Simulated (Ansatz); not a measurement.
Amorphous Si14B14C14N28, 70 atoms at 2.15 g/cm³, one PBE-relaxed geometry, zone centre. Methods: PBE, scalar-relativistic without spin-orbit coupling (Ansatz, an electronic-structure program); r2SCAN, scalar-relativistic without spin-orbit coupling (Ansatz); HSE06, scalar-relativistic without spin-orbit coupling (Ansatz). Plane waves to 420 eV (r2SCAN 500 eV); exact exchange is cut at the cell's faces. The higher rungs were started with moments on some atoms, which died out.

It comes from a melt-quench run on a machine-learned potential (CHGNet), relaxed afterwards by DFT. N atoms were pushed apart under 1.9 Å during the dynamics, to hinder bonds among them. The hot cell started wider than the set density and was brought back towards it in steps. It is the lowest in DFT energy of 2 quenches. It is a model cell: composition and starting density were chosen by hand, and all elements were melted together. No dispersion term was used. Its density started from a set value of 2.15 and ended at 2.15 g/cm³. The quench (nominally 630 K/ps over its main leg) was far faster than any real one, so the model tends to hold more defects than a real film. Values belong to this one cell and scatter from quench to quench. The volume was held where the preparation left it and the shape relaxed, at a PBE pressure of -3.3 GPa (tension). Stress components on the final sampling reach 3.6 GPa. On a 2×2×2 Γ-centred mesh force components of up to 0.21 eV/Å stay, since the relaxation ran on the zone centre alone.

The relaxation ran on the zone centre alone. At PBE the gap is 0.49 eV on a 2×2×2 Γ-centred mesh, and the spacing at the zone centre alone 0.65 eV.

Task: What zone-centre spacing does r2SCAN give, roughly?

Result: 0.77 eV (+0.12 eV against PBE).

Task: What zone-centre spacing does HSE06 give, roughly?

Result: 1.26 eV (+0.61 eV against PBE).

The highest filled and the lowest empty state spread over these numbers of atoms (participation numbers): PBE: 8.2 and 13.8; r2SCAN: 7.5 and 13.3; HSE06: 6.2 and 12.9.
